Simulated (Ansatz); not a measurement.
# Effect of P → Rh on hypothetical CsCl type SbP

Start from SbP in the CsCl type structure (space group Pm-3m, No. 221; a = 3.4576 Å; a hypothetical phase, not in the database extracts checked).

Modification: every P is replaced by Rh, then cell and atoms are relaxed.

Calculations: PBE (Ansatz, a quantum-chemistry and plane-wave program, PAW, spin-orbit coupling left out). k-mesh 14×14×14 (Γ-centred); smearing 0.05 eV (Fermi–Dirac), for the changed cell.

The volume per atom decreases by 2.555 Å³ (20.67 Å³ → 18.11 Å³) and the density rises by 4.16 g/cm³, from 6.14 g/cm³ to 10.30 g/cm³. The lattice parameter a decreases by 14.9 pm to 330.9 pm and the shortest interatomic distance drops by 12.88 pm to 286.6 pm. The band gap stays zero.

Cost of the whole job for the changed cell (relaxation, final SCF and bands): about 28 core-seconds (a rough figure).

Whether these cells are dynamically stable was not tested. As relaxed here, RhSb is a hypothetical phase, not in the database extracts checked. The final runs are not spin-polarised.
